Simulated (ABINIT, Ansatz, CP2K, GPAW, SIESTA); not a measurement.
One structure in several programs: AlN (F-43m, 2 atoms in the cell)

Band-structure calculation.

```yaml
crystal:
  lattice:
    - [0.00000, 2.17460, 2.17460]
    - [2.17460, 0.00000, 2.17460]
    - [2.17460, 2.17460, 0.00000]
  atoms:
    - { symbol: Al, position: [0.00000, 0.00000, 0.00000] }
    - { symbol: N, position: [0.75000, 0.75000, 0.75000] }
```

Shared settings, as Ansatz (a quantum-chemistry and plane-wave program) writes them: kpoints.mp_grid.grid = 9 9 9; scf.occupations.method = fixed. Potentials and cutoffs stand in the table.

| code | model | gap along the path (eV) | smallest direct gap (eV) | cutoff |
|---|---|---|---|---|
| GPAW | PBE, GPAW PAW datasets PBE (gpaw-data 1.0.1) | 3.31 | 4.32 | 950 eV |
| ABINIT | PBE, norm-conserving pseudopotentials (PseudoDojo nc-sr-05 PBE standard) | 3.33 | 4.31 | 1143 eV |
| SIESTA | GGA PBE, numerical atomic orbitals DZP, PseudoDojo PBE standard norm-conserving potentials (rewritten from UPF to PSML) | 3.30 | 4.53 | grid 350 Ry |
| CP2K | PBE, GPW, DZVP-MOLOPT-SR-GTH basis, GTH-PBE potentials (GTH_POTENTIALS) | 3.33 | 4.50 | grid 400 Ry |
| Ansatz | PBE, default PAW files | 3.33 | 4.30 | 420 eV |

The spread over the programs that give each value: gap along the path within 0.03 eV; smallest direct gap within 0.23 eV.

SIESTA and CP2K use small atom-centred bases, whose incompleteness enters pressures, forces and empty levels differently from a plane-wave cutoff.

The starting cell comes from a database of computed structures (which also holds hypothetical and non-ambient phases and stackings), without a prior relaxation at this level. Its lattice was rescaled by a random factor within 2.5 % of one.

Left out of this page: Quantum ESPRESSO, Elk and FLEUR (not drawn, or without a comparable value).

Keys are those of Ansatz 0.2.
